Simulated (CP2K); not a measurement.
A self-consistent single point of ZnS (F-43m, 2 atoms in the cell) with CP2K.

Computed with PW91, GPW, DZVP-MOLOPT-SR-GTH basis, GTH-PBE potentials (GTH_POTENTIALS) in CP2K.

```
CELL_PARAMETERS angstrom
      3.76945     0.00000     0.00000
      1.88472     3.26444     0.00000
      1.88472     1.08814     3.07774
ATOMIC_POSITIONS crystal
  Zn 0.00000 0.00000 0.00000
  S  0.25000 0.25000 0.25000
```

Reference input (self-consistent single point, DFT PBE, GPW, DZVP-MOLOPT-SR-GTH basis, GTH-PBE potentials (GTH_POTENTIALS)): CUTOFF = 600 Ry; REL_CUTOFF = 60 Ry; SMEAR/METHOD = FERMI_DIRAC; ELECTRONIC_TEMPERATURE = 116.05 K; KPOINTS/SCHEME = MONKHORST-PACK 6 6 6; GAMMA_CENTERED = T; XC_FUNCTIONAL = PBE; Zn/BASIS_SET = DZVP-MOLOPT-SR-GTH-q12; Zn/POTENTIAL = GTH-PBE-q12; S/BASIS_SET = DZVP-MOLOPT-SR-GTH-q6; S/POTENTIAL = GTH-PBE-q6; METHOD = GPW. This run's input differs from it in these lines:

```diff
@@ -44,3 +44,7 @@
     &XC
-      &XC_FUNCTIONAL PBE
+      &XC_FUNCTIONAL
+        &GGA_X_PW91
+        &END GGA_X_PW91
+        &GGA_C_PW91
+        &END GGA_C_PW91
       &END XC_FUNCTIONAL
```

Output (repeated stretches shortened):

```
 SCF WAVEFUNCTION OPTIMIZATION

  Step     Update method      Time    Convergence         Total energy    Change
     1 NoMix/Diag. 0.20E+00      -     1.62681891       -70.9576411948 -7.10E+01
     2 Broy./Diag. 0.20E+00      -     0.03338360       -70.7618081750  1.96E-01
     3 Broy./Diag. 0.20E+00      -     0.08754271       -70.7684807241 -6.67E-03
     4 Broy./Diag. 0.20E+00      -     0.01024526       -70.8136894191 -4.52E-02
     5 Broy./Diag. 0.20E+00      -     0.00386590       -70.8782797706 -6.46E-02
     6 Broy./Diag. 0.20E+00      -     0.00301700       -70.8752154907  3.06E-03
     7 Broy./Diag. 0.20E+00      -     0.00030417       -70.8579970788  1.72E-02
     8 Broy./Diag. 0.20E+00      -     0.00057250       -70.8560255742  1.97E-03
     9 Broy./Diag. 0.20E+00      -     0.00003001       -70.8573337270 -1.31E-03
    10 Broy./Diag. 0.20E+00      -     0.00004498       -70.8578860837 -5.52E-04
    11 Broy./Diag. 0.20E+00      -     0.00000092       -70.8579441480 -5.81E-05
  *** SCF run converged in    11 steps ***

  Overlap energy of the core charge distribution:               0.00000000267154
  Self energy of the core charge distribution:               -103.82984772853666
  Core Hamiltonian energy:                                     30.95203166139719
  Hartree energy:                                              13.39376034047774
  Exchange-correlation energy:                                -11.37388842398457
  Electronic entropic energy:                                  -0.00000000000000
  Fermi energy:                                                 0.17900621648816

  Total energy:                                               -70.85794414797476
  Total energy (extrapolated to T->0):                        -70.85794414797476

                     Mulliken Population Analysis

   [... lines left out ...]

 STRESS| Analytical stress tensor [bar]
 STRESS|                        x                   y                   z
 STRESS|      x        5.29661033034E+04   5.82765939649E-01   4.12077042955E-01
 STRESS|      y        5.82765939649E-01   5.29652982754E+04   2.66081643253E-01
 STRESS|      z        4.12077042955E-01   2.66081643253E-01   5.29650802647E+04
 STRESS| 1/3 Trace                                             5.29654939478E+04
```

The run converged in 11 iterations. Against the reference run the pressure goes from 5.48 to 5.30 GPa and the gap on the mesh goes from 2.272 to 2.250 eV.

The starting cell comes from a database of computed structures (which also holds hypothetical and non-ambient phases and stackings), without a prior relaxation at this level. Its lattice was rescaled by a random factor within 2.5 % of one. Values carry the incompleteness of an atom-centred basis. The potentials were made for another functional than the one used. With a pressure of about 5 GPa the cell is away from its equilibrium volume at this level.

Cost on one core of a shared machine: roughly 60 s.
